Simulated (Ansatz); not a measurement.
Input:

```xyz
9
Lattice="3.1178 0.0000 0.0000 1.5589 2.7001 0.0000 0.0000 0.0000 29.9173" Properties=species:S:1:pos:R:3 pbc="T T T"
S      3.1178     1.8001     7.4915
W      1.5589     0.9000     9.0648
S      3.1178     1.8001    10.6372
S      1.5589     0.9000    13.3875
W      3.1178     1.8001    14.9587
S      1.5589     0.9000    16.5298
S      3.1178     1.8001    19.2801
W      1.5589     0.9000    20.8525
S      3.1178     1.8001    22.4258
```

No spin polarisation.

Calculations: Ansatz (a program for electronic structure) PBEsol-D3(BJ), without spin-orbit coupling. Settings: 12×12×1 k-points, 0.05 eV Fermi–Dirac smearing. The cell is a slab with vacuum along z.

**Question.** Predict the electron mass, valence-band top at Γ, gap character and band gap.

**Answer.** The electron mass (in plane) comes out as 0.52 mₑ (off the special points) and the valence-band top at Γ (three highest levels, from the VBM) is 0.00, -0.40, -1.21 eV. The gap character is indirect, Γ → K–Γ (50 % along). The band gap comes out as 0.93 eV.

Spin-orbit coupling, missing from the scalar runs, can matter with W. Effective masses come from finite differences of ±0.01 Å⁻¹. Stability against distortions was not tested. The cell was made from WS2 in the 2H-MoS2 type structure (space group P6_3/mmc, No. 194; layered, stacked along the Cartesian z axis) by this change: a free-standing slab of 3 layers (9 atoms, 3 a layer) is cut normal to the stacking axis, with 15 Å of vacuum and the in-plane cell relaxed.
